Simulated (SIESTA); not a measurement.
# Short convergence ladders for Zr (Im-3m, 1 atom in the cell)

```
CELL_PARAMETERS angstrom
     -1.79980     1.79980     1.79980
      1.79980    -1.79980     1.79980
      1.79980     1.79980    -1.79980
ATOMIC_POSITIONS crystal
  Zr 0.00000 0.00000 0.00000
```

Base method: LDA PW92, numerical atomic orbitals TZP, PseudoDojo LDA standard norm-conserving potentials (rewritten from UPF to PSML) (SIESTA).

Base settings: XC.functional = LDA; XC.authors = PW92; potentials = PseudoDojo LDA standard; PAO.BasisSize = TZP; PAO.EnergyShift = 0.005 Ry; MeshCutoff = 350 Ry; kgrid.MonkhorstPack = 5 5 5; OccupationFunction = FD; ElectronicTemperature = 0.1 eV; MaxSCFIterations = 150.

**The cutoff of the real-space grid**

The mesh stays at the base's, so the ladder's end is converged at best in this setting alone.

Only quantities that move along the ladder and can be compared are tabulated.

```csv
MeshCutoff,pressure (GPa)
122 Ry (138 Ry used),-8.99
158 Ry (171 Ry used),-9.04
245 Ry (246 Ry used),-9.02
350 Ry (384 Ry used),-8.96
420 Ry (437 Ry used),-8.98
525 Ry (553 Ry used),-8.98
612 Ry (683 Ry used),-8.96
840 Ry (983 Ry used),-8.96
```

Coarsest MeshCutoff that holds the pressure within 0.05 GPa of the last step, with all finer ones: 350 Ry (384 Ry used); the step before is off by 0.06 GPa.

**The setting basis size**

Level: DFT, LDA PW92, numerical atomic orbitals TZDP, PseudoDojo LDA standard norm-conserving potentials (rewritten from UPF to PSML).

Moved along: PAO.BasisSize.

The second cell is the first with its lattice scaled by 0.98.

The mesh stays at the base's, so the ladder's end is converged at best in this setting alone.

The sets are ordered by size and need not be nested.

Only quantities that move along the ladder and can be compared are tabulated.

```csv
basis (functions),energy of the compressed cell less the first (meV/atom),pressure (GPa)
SZ (10),-114.41,-16.13
SZP (13),-37.35,-7.27
DZ (16),-64.19,-10.42
DZP (19),-48.95,-8.56
TZP (25),-52.35,-8.96
TZDP (28),-51.57,-8.86
```

Coarsest basis (functions) that holds the pressure within 1 GPa of the last step, with all finer ones: DZP (19); the step before is off by 1.6 GPa.

Coarsest basis (functions) that holds the energy of the compressed cell less the first within 2 meV/atom of the last step, with all finer ones: TZP (25); the step before is off by 2.6 meV/atom.

On the base run: the starting cell comes from a database of computed structures (which also holds hypothetical and non-ambient phases and stackings), without a prior relaxation at this level. Its lattice was rescaled by up to half a per cent. Values carry the incompleteness of an atom-centred basis. In the base run, with a pressure of about -9 GPa the cell is away from its equilibrium volume at this level. Without a gap this mesh is coarse (it stands for a supercell whose shortest vector is 16 Å).

Left out of this page: 9 runs of the series outside the window shown, repeating another row's setting, or not comparable.
